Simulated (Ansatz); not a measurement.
The parent structure is AlN in the wurtzite structure (space group P6_3mc, No. 186).

```
AlN
1.0
    3.08878     0.00000     0.00000
   -1.54439     2.67496     0.00000
    0.00000     0.00000     4.94326
Al N
2 2
Direct
  0.33333   0.66667   0.00000
  0.66667   0.33333   0.50000
  0.33333   0.66667   0.38200
  0.66667   0.33333   0.88200
```

Cartesian axes are those of the cell as printed.

Level of theory: Ansatz (a quantum-chemistry and plane-wave program) LDA, no spin-orbit coupling.

Strains are applied to the cell and any free atomic positions relax; under biaxial strain the out-of-plane vector relaxes too.

One change was made to it. Results:

| quantity | base | after |
|---|---|---|
| band gap | 4.42 eV | 4.54 eV |
| pressure (mean of the normal stresses, compression positive) | -0.01 GPa | 1.93 GPa |
| electron mass | 0.32 mₑ (at Γ) | 0.31 mₑ out of plane, 0.33 mₑ in plane (at Γ) |
| shortest interatomic distance | 1.876 Å | 1.870 Å |

Name the change that was made.
A. biaxial strain −0.60 %, plane normal [001], relaxed out of plane
B. biaxial strain −1.80 %, plane normal [001], relaxed out of plane
C. biaxial strain −3.00 %, plane normal [001], relaxed out of plane

A, biaxial strain −0.60 %, plane normal [001], relaxed out of plane. For comparison, the band gap in the other runs: biaxial strain −3.00 %, plane normal [001], relaxed out of plane gives 4.74 eV; biaxial strain −1.80 %, plane normal [001], relaxed out of plane gives 4.76 eV.

Masses are band curvatures over ±0.01 Å⁻¹ around the edge. Whether these cells are dynamically stable was not tested.
